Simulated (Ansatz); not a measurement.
## NaF (model structure, started from the NiAs type, P6₃/mmc, No. 194, 4 atoms in the cell)

These are dielectric-dependent PBEsol hybrid in Ansatz (plane waves, PAW) values and carry that method's errors.

Numerical settings: plane-wave cutoff 460 eV, 9×9×4 k mesh (along the axes of the cell as run), Fermi–Dirac smearing 0.01 eV, scalar-relativistic PAW data made under PBE.

Cell (relaxed with PBEsol):

```cif
data_F2Na2
_chemical_formula_sum 'Na2 F2'
_space_group_name_H-M_alt 'P 1'
_space_group_IT_number 1
_cell_length_a 3.20152
_cell_length_b 3.20152
_cell_length_c 5.61390
_cell_angle_alpha 90.000
_cell_angle_beta 90.000
_cell_angle_gamma 120.000
loop_
_space_group_symop_operation_xyz
  'x, y, z'
loop_
_atom_site_label
_atom_site_type_symbol
_atom_site_fract_x
_atom_site_fract_y
_atom_site_fract_z
_atom_site_occupancy
Na1 Na 0.00000 0.00000 0.00000 1
Na2 Na 0.00000 0.00000 0.50000 1
F1 F 0.33333 0.66667 0.25000 1
F2 F 0.66667 0.33333 0.75000 1
```

| Property | Result |
|---|---|
| band gap | 12.45 eV (on the SCF k mesh) |

Note: the relaxation could raise the start's symmetry but not lower it, so the cell can be a saddle point; cell and atoms aren't relaxed at this level (pressure -3.1 GPa).

Computed values are for the static lattice.

A model structure was made by putting elements into a prototype or built by hand; it is no filed structure, need not be a known phase, and can be a saddle point held by its symmetry.

Ansatz is a quantum-chemistry and plane-wave program.
